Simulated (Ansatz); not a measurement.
The starting structures come from a database of crystals and need not be the phases stable at ambient conditions.

## Evanescent states of ScF3 (R32, 4 atoms a cell, 16.5 Å³ an atom) along the normal of (110)

These are r2SCAN (plane waves, PAW; Ansatz, a first-principles code) values and carry that method's errors.

The gap is the functional's own, uncorrected, and κ follows it; spin-orbit coupling is left out. Mid-gap means the computed energy nearest the middle.

Energies count from the valence-band top; κ is the least over a 8×6 mesh across the current.

| E (eV) | κ (1/Å) | where |
|---|---|---|
| 0.15 | 0.294 | off Γ |
| 0.47 | 0.404 | Γ |
| 0.78 | 0.446 | Γ |
| 1.08 | 0.480 | Γ |
| 1.40 | 0.506 | Γ |
| 1.71 | (withheld) | Γ |
| 2.02 | (withheld) | Γ |
| 2.33 | (withheld) | Γ |
| 2.63 | (withheld) | Γ |
| 2.94 | (withheld) | Γ |
| 3.25 | (withheld) | Γ |
| 3.56 | (withheld) | Γ |
| 3.88 | (withheld) | Γ |
| 4.18 | (withheld) | Γ |
| 4.50 | (withheld) | Γ |
| 4.80 | (withheld) | Γ |
| 5.12 | (withheld) | Γ |
| 5.42 | 0.515 | Γ |
| 5.74 | 0.485 | Γ |
| 6.04 | 0.442 | Γ |
| 6.36 | 0.378 | Γ |
| 6.67 | 0.275 | Γ |

Problem. What belongs in the gaps?

Solution. 
- 1.71, κ (1/Å): 0.527
- 2.02, κ (1/Å): 0.544
- 2.33, κ (1/Å): 0.557
- 2.63, κ (1/Å): 0.567
- 2.94, κ (1/Å): 0.573
- 3.25, κ (1/Å): 0.577
- 3.56, κ (1/Å): 0.578
- 3.88, κ (1/Å): 0.576
- 4.18, κ (1/Å): 0.572
- 4.50, κ (1/Å): 0.564
- 4.80, κ (1/Å): 0.552
- 5.12, κ (1/Å): 0.536
